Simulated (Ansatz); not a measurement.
## Band gap of PbZrO₃ (Pm-3m, No. 221; start mp-1068577; cubic high-temperature phase) at several levels of theory

No measured value is used here.

Task: Put these levels in order of the band gap that they give for PbZrO₃ (Pm-3m, No. 221; start mp-1068577; cubic high-temperature phase), smallest first: HSE06 (Ansatz, an electronic-structure program), PBE0 (Ansatz), r²SCAN0 (Ansatz).

Result: HSE06 (3.49 eV), PBE0 (4.15 eV), r²SCAN0 (4.49 eV)

Computed values are for a static lattice. Spin–orbit coupling is included only where a level's name says +SOC; with heavier elements it mostly lowers gaps and can invert bands.  Values are at the PBEsol cell. Cutoffs differ between the levels. Ansatz's density-functional and Hartree–Fock values are scalar-relativistic unless marked +SOC, with PAW data made under PBE.

A start named mp-… is a Materials Project structure, which can be a computed phase never made.
